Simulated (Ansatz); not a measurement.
An armchair WS2 nanoribbon, N = 7, bare edges, stretched and compressed along its axis from its relaxed period of 5.466 Å, atoms relaxed at each length.

Level of theory: PBE (plane waves to 420 eV, PAW; Ansatz, a first-principles code). Mesh 1×1×6. No spin polarisation, so a magnetic state wasn't tested. Periodic along z alone, with about 11 Å of vacuum beside it. An idealised model, cut from the flat sheet. Symmetry and one short period hold its shape; lower forms weren't sought. Values not marked SOC lack spin–orbit coupling. Buckling under compression is shut out by symmetry and the short period. Energies are free energies at a Fermi–Dirac width of 0.02 eV, from the unstrained cell.

```json
[
 {"strain (%)": "-3.0", "energy (meV a period)": "+191", "axial force (nN)": "-3.80", "PBE gap (eV)": "0.35"},
 {"strain (%)": "-1.5", "energy (meV a period)": "?", "axial force (nN)": "?", "PBE gap (eV)": "?"},
 {"strain (%)": "0.0", "energy (meV a period)": "0", "axial force (nN)": "-0.02", "PBE gap (eV)": "0.37"},
 {"strain (%)": "+1.5", "energy (meV a period)": "+44", "axial force (nN)": "+1.70", "PBE gap (eV)": "0.37"},
 {"strain (%)": "+3.0", "energy (meV a period)": "?", "axial force (nN)": "?", "PBE gap (eV)": "?"}
]
```

**Question.** Some entries are withheld; supply them.

**Answer.** 
- -1.5, energy (meV a period): +47
- -1.5, axial force (nN): -1.85
- -1.5, PBE gap (eV): 0.36
- +3.0, energy (meV a period): +171
- +3.0, axial force (nN): +3.26
- +3.0, PBE gap (eV): 0.38
